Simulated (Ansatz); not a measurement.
Consider HfO₂ in the fluorite structure (space group Fm-3m, No. 225; a = 5.001 Å). Axes: x, y, z lie along the cube axes.

Method: LDA in Ansatz (plane waves to 420 eV, PAW, no spin-orbit coupling).

Before the change:

The pressure is 0.00 GPa, the smallest direct gap comes out as 3.66 eV and the band gap is 3.66 eV.

Modification: uniaxial strain ε_zz = +2.50 %, all other strain components held at zero; the atoms relax in the strained cell.

**Question.** Estimate the effect on the pressure.

**Answer.** The pressure (mean of the normal stresses, compression positive) goes from zero to -6.60 GPa.

**Question.** How does this affect the smallest direct gap?

**Answer.** The smallest direct gap shrinks by 0.17 eV, from 3.66 eV to 3.49 eV.

**Question.** What does the calculation give for the band gap after the change?

**Answer.** The band gap falls by 0.21 eV (3.66 eV → 3.45 eV).

Spin-orbit coupling, missing from the scalar runs, can matter with Hf. Whether these cells are dynamically stable was not tested. This is not the structure that HfO2 has at room temperature and ambient pressure.

Ansatz is a quantum-chemistry and plane-wave program.
